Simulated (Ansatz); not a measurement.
Pt under a change: Pt vacancy, symmetric start

The parent structure is a 12-atom supercell of Pt in the fcc (Cu type) structure (space group Fm-3m, No. 225; a = 3.9183 Å) at its relaxed geometry.

Perturbation: one Pt atom is removed, atoms relaxed at fixed cell.

Computed with DFT with PBEsol, PAW potentials and a 420 eV plane-wave cutoff in Ansatz (an electronic-structure program), scalar-relativistic without spin-orbit coupling. Γ-centred 7×5×7 mesh, Fermi–Dirac width 0.05 eV.

| quantity | base | changed | shift |
|---|---|---|---|
| pressure | -0.1 GPa | -8.8 GPa | -8.7 GPa |
| energy gained by relaxation | – | 0.10 eV | – |
| largest displacement of a host atom from its site in the perfect cell | – | 0.06 Å | – |
| mean distance from the defect site to its nearest host atoms | 2.77 Å | 2.75 Å | -0.02 Å |

In so small a cell the defect repeats every few ångströms: this is an ordered compound, not a dilute defect. The defect started on the symmetric site and kept its symmetry, so it may sit on a saddle. The final runs are not spin-polarised. Pt lies near a magnetic instability that expansion can trigger; it was not tested. The defect cell is not spin-polarised.
